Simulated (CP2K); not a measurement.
Input and output of a self-consistent single point for Br (Cmce, 4 atoms in the cell) (CP2K).

Method: LDA (Pade form), GPW, DZVP-MOLOPT-SR-GTH basis, GTH-PADE potentials (GTH_POTENTIALS) run with CP2K 2026.2.

```
Br
1.0
    4.01784     0.00000     0.00000
   -1.51968     3.71936     0.00000
    0.00000     0.00000     8.72087
Br
4
Direct
  0.86100   0.86100   0.88900
  0.63900   0.63900   0.38900
  0.36100   0.36100   0.61100
  0.13900   0.13900   0.11100
```

Reference input (self-consistent single point, DFT PBE, GPW, DZVP-MOLOPT-SR-GTH basis, GTH-PBE potentials (GTH_POTENTIALS)): CUTOFF = 400 Ry; REL_CUTOFF = 60 Ry; SMEAR/METHOD = FERMI_DIRAC; ELECTRONIC_TEMPERATURE = 116.05 K; KPOINTS/SCHEME = MONKHORST-PACK 5 5 2; GAMMA_CENTERED = T; XC_FUNCTIONAL = PBE; Br/BASIS_SET = DZVP-MOLOPT-SR-GTH-q7; Br/POTENTIAL = GTH-PBE-q7; METHOD = GPW; EPS_DEFAULT = 1e-10; NGRIDS = 4. This run's input differs from it in these lines:

```diff
@@ -43,3 +43,3 @@
     &XC
-      &XC_FUNCTIONAL PBE
+      &XC_FUNCTIONAL PADE
       &END XC_FUNCTIONAL
@@ -77,3 +77,3 @@
       BASIS_SET DZVP-MOLOPT-SR-GTH-q7
-      POTENTIAL GTH-PBE-q7
+      POTENTIAL GTH-PADE-q7
     &END KIND
```

Output, abridged:

```
 SCF WAVEFUNCTION OPTIMIZATION

  Step     Update method      Time    Convergence         Total energy    Change
     1 NoMix/Diag. 0.40E+00      -     0.62188853       -54.0209696403 -5.40E+01
     2 Broy./Diag. 0.40E+00      -     0.01339449       -54.2179855684 -1.97E-01
     3 Broy./Diag. 0.40E+00      -     0.01656211       -53.9230865031  2.95E-01
     4 Broy./Diag. 0.40E+00      -     0.00188354       -53.8224738675  1.01E-01
     5 Broy./Diag. 0.40E+00      -     0.00027524       -53.8380778862 -1.56E-02
     6 Broy./Diag. 0.40E+00      -     0.00014072       -53.8422681009 -4.19E-03
     7 Broy./Diag. 0.40E+00      -     0.00005035       -53.8419508516  3.17E-04
     8 Broy./Diag. 0.40E+00      -     0.00001664       -53.8414651642  4.86E-04
     9 Broy./Diag. 0.40E+00      -     0.00000353       -53.8413744749  9.07E-05
    10 Broy./Diag. 0.40E+00      -     0.00000076       -53.8413923325 -1.79E-05
  *** SCF run converged in    10 steps ***

  Overlap energy of the core charge distribution:               0.00000001720289
  Self energy of the core charge distribution:               -110.58115837536025
  Core Hamiltonian energy:                                     24.35030415621133
  Hartree energy:                                              42.58328450411252
  Exchange-correlation energy:                                -10.19382263466774
  Electronic entropic energy:                                  -0.00000000000000
  Fermi energy:                                                 0.03634972302793

  Total energy:                                               -53.84139233250125
  Total energy (extrapolated to T->0):                        -53.84139233250125

   [... lines left out ...]

 STRESS| Analytical stress tensor [bar]
 STRESS|                        x                   y                   z
 STRESS|      x       -8.24795513976E+03   7.72789027442E+02  -2.78381392196E-04
 STRESS|      y        7.72789027442E+02  -7.61645553631E+03  -4.14467127179E-04
 STRESS|      z       -2.78381392196E-04  -4.14467127179E-04   1.52853526032E+04
 STRESS| 1/3 Trace                                            -1.93019357627E+02
```

The run converged in 10 iterations. Against the reference run the pressure goes from 3.19 to -0.02 GPa, the largest force goes from 1.323 to 1.177 eV/Å and the gap on the mesh goes from 1.692 to 1.570 eV.

The starting cell has typed, rounded lattice constants, without a prior relaxation at this level. Its lattice was rescaled by a random factor within 2.5 % of one. Values carry the incompleteness of an atom-centred basis. Forces in this geometry exceed 1 eV/Å.
